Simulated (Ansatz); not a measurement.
The parent structure is SiO$_{2}$ (space group P3_121, No. 152; a = 4.948 Å, c = 5.441 Å).

All numbers come from PBEsol (Ansatz, an electronic-structure program), no spin-orbit coupling, earlier PAW set.

Base values:

```
Item                   Value
-------------------  -------
Lattice parameter a  4.948 Å
```

Now apply this change: a hydrostatic pressure of 15 GPa.

Problem. What does the calculation give for the lattice parameter a after the change?

Solution. The lattice parameter a decreases by 0.4606 Å, from 4.948 Å to 4.488 Å.

Load acts through the strain it causes; cell and atoms are relaxed under it. No phonon test of stability was made. Competing high-pressure phases were not computed.
